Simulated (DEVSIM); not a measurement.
System: abrupt Si n-p junction, at 300 K.

| layer (left to right) | material | thickness (μm) | Nd (cm⁻³) | Na (cm⁻³) | τn (s) | τp (s) |
|---|---|---|---|---|---|---|
| 1 | Si | 0.640 | 5e15 | - | 9.1e-6 | 9.1e-6 |
| 2 | Si | 8.60 | - | 2.7e18 | 9.1e-6 | 9.1e-6 |

Left contact: ohmic. Right contact: ohmic. Voltage is applied to the left contact. Recombination: SRH at mid-gap, Auger. Mobility is μmin + (μ − μmin)/(1 + (N/Nref)^α).

This is a model device: material constants are rounded textbook-type values typed into the input, and sizes, dopings and lifetimes were drawn at random. Values at 300 K.

| parameter | Si |
|---|---|
| gap (eV) | 1.124 |
| affinity (eV) | 4.05 |
| permittivity | 11.7 |
| Nc (cm⁻³) | 2.86e19 |
| Nv (cm⁻³) | 3.1e19 |
| μn (cm²/Vs) | 1417 |
| μp (cm²/Vs) | 470 |
| μn,min | 52 |
| μp,min | 45 |
| Nref,n | 9.7e16 |
| Nref,p | 2.2e17 |
| αn | 0.68 |
| αp | 0.72 |
| Cn (cm⁶/s) | 2.8e-31 |
| Cp (cm⁶/s) | 9.9e-32 |

DEVSIM, 1D drift-diffusion, Boltzmann statistics, complete ionisation; no tunnelling, impact ionisation, image-force lowering or self-heating.

Question: Tabulate band edges, carrier densities and field at zero bias.

Answer: Energies count from the Fermi level of the right contact; mesh points crowd at the junctions.

| x (μm) | Ec (eV) | Ev (eV) | n (cm⁻³) | p (cm⁻³) | field (V/cm) |
|---|---|---|---|---|---|
| 0.000 | 0.224 | -0.900 | 5.0e15 | 23000 | 190 |
| 0.02338 | 0.224 | -0.900 | 4.9e15 | 24000 | 200 |
| 0.06774 | 0.225 | -0.899 | 4.7e15 | 25000 | 330 |
| 0.1520 | 0.231 | -0.893 | 3.8e15 | 31000 | 1200 |
| 0.3794 | 0.375 | -0.749 | 1.4e13 | 8200000 | 14000 |
| 0.5150 | 0.636 | -0.488 | 6.0e8 | 1.9e11 | 24000 |
| 0.5865 | 0.830 | -0.294 | 330000 | 3.6e14 | 30000 |
| 0.6326 | 0.988 | -0.136 | 730 | 1.6e17 | 49000 |
| 0.6521 | 1.061 | -0.063 | < 1e2 | 2.7e18 | 950 |
| 0.6911 | 1.061 | -0.063 | < 1e2 | 2.7e18 | ≈ 0 |
| 0.7658 | 1.061 | -0.063 | < 1e2 | 2.7e18 | ≈ 0 |
| 0.9973 | 1.061 | -0.063 | < 1e2 | 2.7e18 | ≈ 0 |
| 1.376 | 1.061 | -0.063 | < 1e2 | 2.7e18 | ≈ 0 |
| 2.132 | 1.061 | -0.063 | < 1e2 | 2.7e18 | ≈ 0 |
| 4.473 | 1.061 | -0.063 | < 1e2 | 2.7e18 | ≈ 0 |
| 6.814 | 1.061 | -0.063 | < 1e2 | 2.7e18 | ≈ 0 |
| 8.036 | 1.061 | -0.063 | < 1e2 | 2.7e18 | ≈ 0 |
| 8.648 | 1.061 | -0.063 | < 1e2 | 2.7e18 | ≈ 0 |
| 9.022 | 1.061 | -0.063 | < 1e2 | 2.7e18 | ≈ 0 |
| 9.143 | 1.061 | -0.063 | < 1e2 | 2.7e18 | ≈ 0 |
| 9.203 | 1.061 | -0.063 | < 1e2 | 2.7e18 | ≈ 0 |
| 9.240 | 1.061 | -0.063 | < 1e2 | 2.7e18 | ≈ 0 |
